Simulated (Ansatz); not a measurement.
**W₃Si₂ (P4/mbm, No. 127, 10 atoms in the cell; start mp-1079377)**

Level of theory: r²SCAN in Ansatz (PAW).

Numerical settings: plane-wave cutoff 500 eV, 6×6×12 k mesh (along the axes of the cell as run), Fermi–Dirac smearing 0.05 eV, no spin polarisation, scalar-relativistic PAW data made under PBE.

Cell (relaxed at this level):

```cif
data_Si4W6
_chemical_formula_sum 'Si4 W6'
_space_group_name_H-M_alt 'P 1'
_space_group_IT_number 1
_cell_length_a 6.56165
_cell_length_b 6.56165
_cell_length_c 3.31662
_cell_angle_alpha 90.000
_cell_angle_beta 90.000
_cell_angle_gamma 90.000
loop_
_space_group_symop_operation_xyz
  'x, y, z'
loop_
_atom_site_label
_atom_site_type_symbol
_atom_site_fract_x
_atom_site_fract_y
_atom_site_fract_z
_atom_site_occupancy
Si1 Si 0.13312 0.63312 0.00000 1
Si2 Si 0.86688 0.36688 0.00000 1
Si3 Si 0.36688 0.13312 0.00000 1
Si4 Si 0.63312 0.86688 0.00000 1
W1 W 0.50000 0.50000 0.00000 1
W2 W 0.00000 0.00000 0.00000 1
W3 W 0.66093 0.16093 0.50000 1
W4 W 0.33907 0.83907 0.50000 1
W5 W 0.83907 0.66093 0.50000 1
W6 W 0.16093 0.33907 0.50000 1
```

- band gap = none

Note: the relaxation could not lower the start's symmetry, so the cell can be a saddle point above a distorted one.

Spin–orbit coupling is not included.

The computed numbers hold no vibrational or temperature effects.

Cost on a shared machine: about 8 core-minutes (a rough figure).

A start named mp-… is a Materials Project structure, which need not be a measured phase.

Ansatz is a quantum-chemistry and plane-wave program.
